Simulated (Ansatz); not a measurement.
GaAs: band gap against strain

GaAs (zinc blende, F-43m, 22.746 Å³/atom at rest) under an equal strain ε in the (001) plane with the normal axis free, as in a coherent film. r2SCAN in Ansatz, a plane-wave DFT program (PAW, default set), 500 eV, 10×10×10 Γ-centred mesh, Fermi-Dirac smearing 0.05 eV; ions are relaxed within the symmetry of each cell. Gaps are the smallest over the k-mesh and a band path, without spin-orbit coupling; in all rows the valence edge lies at Γ and the conduction edge at Γ.

Here s stands for strain and Eg for gap.

```
strain (%)  gap (eV)
----------  --------
0.00           0.960
0.50           0.878
1.00           0.796
1.50           0.716
3.00               ?
```

Fit Eg of the 4 rows that show it with a straight line. Means: s 0.75000, Eg 0.8375. About the means, the sum of products is -0.20350 and the sum of squares of s is 1.2500; the slope is their ratio. Least squares gives Eg = 0.9596 - 0.16280·s. Residuals (row less fit): 0.0004, -0.0002, -0.0008, 0.0006; standard error 0.0008 (degrees of freedom: 2). Over these rows the gap moves by -16 ± 0.07 eV per unit strain.

Q: Predict the withheld Eg at s = 3.00 from the fit, and compare with the calculation.

A: Eg = 0.9596 - 0.16280 × 3.0 = 0.4712 eV. The calculation gives 0.480 eV, 0.0088 eV above the prediction (1.8 % of the range of Eg in the table). The row lies outside the fitted rows, so this is an extrapolation. From the scatter of the fitted rows alone, a prediction at this place has a standard error of 0.0018 eV, so the miss is 4.9 times that.

One order more, fitted to all 7 runs of the series, follows each within 0.001, so the miss is the next term of a smooth law. Spin-orbit coupling is left out, which can shift this property for GaAs. Rows are the converged runs of the series near zero and its far end; series whose fitted rows scatter by over a few per cent of the range, as at a crossing or softening among them, aren't shown in this form. Most that stay on the fit to the last digits aren't either.
